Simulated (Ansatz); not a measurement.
We consider SnO2 (P4₂/mnm, No. 136, 6 atoms in the cell; start mp-550172), described by HSE06 in Ansatz (plane waves, PAW).

Settings: plane-wave cutoff 460 eV, 6×6×8 k mesh (along the axes of the cell as run), Fermi–Dirac smearing 0.01 eV, scalar-relativistic PAW data made under PBE.

Cell (relaxed with PBEsol):

```
SnO2
1.0
    4.76947     0.00000     0.00000
    0.00000     4.76945     0.00000
    0.00000     0.00000     3.21178
Sn O
2 4
Direct
  0.50000   0.50000   0.50000
  0.00000   0.00000   0.00000
  0.30625   0.30632   0.00000
  0.69375   0.69368   0.00000
  0.80625   0.19368   0.50000
  0.19375   0.80632   0.50000
```

Task: Estimate the band gap that the calculation returns.

Result: 
- band gap = 2.75 eV (on the SCF k mesh)

Note: cell and atoms aren't relaxed at this level (largest force component 0.02 eV/Å, pressure -3.0 GPa).

Spin–orbit coupling is not included.

The computed numbers hold no vibrational or temperature effects.

A start named mp-… is a Materials Project structure, which need not be a measured phase.

Ansatz is a quantum-chemistry and plane-wave program.
